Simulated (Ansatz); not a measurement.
Start from Cu in the fcc (Cu type) structure (space group Fm-3m, No. 225; a = 3.5634 Å; relaxed with 0.1 eV smearing). Axes: x, y, z lie along the cube axes.

Structures relaxed with Kohn–Sham DFT with the PBEsol functional, run in Ansatz (a quantum-chemistry and plane-wave program) with PAW and 420 eV plane waves, spin-orbit coupling left out, earlier PAW set.

Base:

Simulated powder pattern, Cu Kα1, λ = 1.54056 Å (kinematic, ideal powder, no thermal factors, no anomalous dispersion; the 14 strongest lines at most, above 2 %, up to 2θ = 90°):

| 2θ (°) | I/Imax (%) | hkl |
|---|---|---|
| 43.98 | 100 | (111) |
| 51.23 | 47 | (200) |
| 75.38 | 26 | (220) |

Perturbation: the symmetric strain tensor [-0.0134 0.0069 0.0046; 0.0069 0.0014 -0.0106; 0.0046 -0.0106 -0.0096], atoms relaxed at fixed cell.

Task: How do the reflections move or split?

Result: 
Simulated powder pattern, Cu Kα1, λ = 1.54056 Å (kinematic, ideal powder, no thermal factors, no anomalous dispersion; the 14 strongest lines at most, above 2 %, up to 2θ = 90°):

```tsv
2θ (°)	d (Å)	I/Imax (%)	hkl
43.92	2.060	100	(1 1 -1)
44.06	2.054	99	(1 -1 1)
44.29	2.043	98	(111)
45.01	2.012	93	(-1 1 1)
51.17	1.784	62	(020)
51.78	1.764	60	(002)
51.98	1.758	59	(200)
74.82	1.268	18	(0 2 -2)
75.32	1.261	18	(220)
76.00	1.251	17	(202)
76.56	1.243	17	(2 -2 0)
76.72	1.241	17	(022)
76.86	1.239	17	(2 0 -2)
```

The indices refer to the base's conventional cell; one index is shown for lines that coincide. The space group is now P-1 (No. 2).

Whether these cells are dynamically stable was not tested. The final runs are not spin-polarised.
